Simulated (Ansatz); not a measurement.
Results of PBE0 (PAW; Ansatz, a program for electronic structure) for pyrite PtAs2.

Settings: plane-wave cutoff 460 eV, 4×4×4 k mesh, Fermi–Dirac smearing 0.01 eV, scalar-relativistic PAW data made under PBE.

Cell (measured lattice):

PtAs2 has the cubic space group Pa-3 (No. 205), Pearson symbol cP12. Lattice parameters: a = 5.967 Å, b = 5.967 Å, c = 5.967 Å, α = 90.00°, β = 90.00°, γ = 90.00°. As on 8c is coordinated by 1 As at 2.418 Å and 3 Pt at 2.490 Å (tetrahedral). Pt on 4a is coordinated by 6 As at 2.490 Å (octahedral). (Neighbours: up to the widest gap in distance over summed covalent radii, below 1.35, at either atom; cation-cation and far metal-metal contacts left out.)

Question: Predict the band gap, smallest direct gap on the k points sampled and Γ–Γ gap.

Answer: 
- band gap = 1.26 eV
- smallest direct gap on the k points sampled = 2.09 eV
- Γ–Γ gap = 2.71 eV

Note: cell and atoms aren't relaxed at this level (pressure 0.8 GPa).

Spin–orbit coupling is not included; with these elements it can move the gap by several tenths of an eV or more.
